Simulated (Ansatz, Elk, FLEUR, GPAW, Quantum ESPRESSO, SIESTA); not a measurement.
# One structure in several programs: MnPt3 (Pm-3m, 4 atoms in the cell)

Self-consistent single point.

```xyz
4
Lattice="3.9575 0.0000 0.0000 0.0000 3.9575 0.0000 0.0000 0.0000 3.9575" Properties=species:S:1:pos:R:3 pbc="T T T"
Mn     0.0000     0.0000     0.0000
Pt     0.0000     1.9788     1.9788
Pt     1.9788     0.0000     1.9788
Pt     1.9788     1.9788     0.0000
```
Moments meant for the start (each program seeds them in its own way; μB, in the order of the atoms Mn Pt Pt Pt): 4.0 0.0 0.0 0.0.

All programs got the same cell, k-point mesh and kind of occupations, and the same starting moments (in Ansatz's words: kpoints.mp_grid.grid = 9 9 9; magnetization.spin_polarized = true; scf.occupations.method = fermi_dirac; scf.occupations.width = 0.1 eV); potentials, basis and cutoffs are each program's usual ones.

```tsv
code	model	pressure (GPa)	size of the net moment (μB/atom)	k-points	cutoff
FLEUR	LDA (Vosko-Wilk-Nusair), all-electron FLAPW (FLEUR), scalar-relativistic valence	–	1.05	35	Kmax 4.1 1/bohr
SIESTA	LDA PW92, numerical atomic orbitals TZP, PseudoDojo LDA standard norm-conserving potentials (rewritten from UPF to PSML)	-21.33	1.06	365	grid 350 Ry
Elk	LDA (PW92), all-electron FP-LAPW, Elk's shipped species files, APW+lo basis with extra local orbitals	–	1.05	35	rgkmax 8
GPAW	LDA (Perdew-Wang 92), GPAW PAW datasets LDA (gpaw-data 1.0.1)	-19.07	1.04	35	850 eV
Ansatz	LDA (PW92), default PAW files made with PBE	-19.00	1.05	35	default
Quantum ESPRESSO	LDA (PZ), GBRV 1.5 ultrasoft (LDA) pseudopotentials	-19.39	1.05	35	50 Ry
```

A dash marks a value that a program does not give, or that is left out as unsure.

The spread over the programs that give each value: pressure within 2.33 GPa; size of the net moment within 0.02 μB/atom.

The starting cell comes from a database of computed structures (which also holds hypothetical and non-ambient phases and stackings), without a prior relaxation at this level. Its lattice was rescaled by a random factor within 2.5 % of one. On Ansatz's run: Spin-orbit coupling is off. With one magnetic atom in the cell only a parallel order is possible. In the base run, with a pressure of about -19 GPa the cell is away from its equilibrium volume at this level.

Why do the programs differ, and what cannot be compared?

Differences of this kind can come from the potentials, where these differ, and from what each basis and cutoff leave unconverged. The valence holds different numbers of electrons (FLEUR 63, SIESTA 69, GPAW 63, Ansatz (an electronic-structure program) 69, Quantum ESPRESSO 63). The zero of total energies and Fermi levels follows the potentials and each program's conventions, so they are not compared here. SIESTA uses small atom-centred bases, whose incompleteness enters pressures, forces and empty levels differently from a plane-wave cutoff. FLEUR and Elk treat all electrons, but the usual bases taken here (sphere radii, linearisation, local orbitals, empty states) were not tested for convergence, so the values are no reference for the others. Ansatz's pressure is given at a fixed set of plane waves, as the other plane-wave codes print theirs; with its correction for the finite basis it is -18.95 GPa. The same LDA comes in different parametrisations, which differ slightly. Site moments depend on each program's spheres or projections; the total moment of the cell does not. The programs reduce the same mesh by symmetry to different extents, which changes the work and not the result. In the pressure, SIESTA (by 2.25) lies more than 1 GPa from the median of the plane-wave programs.

Left out of this page: ABINIT (stopped by limits of time or memory).

Keys are those of Ansatz 0.2.
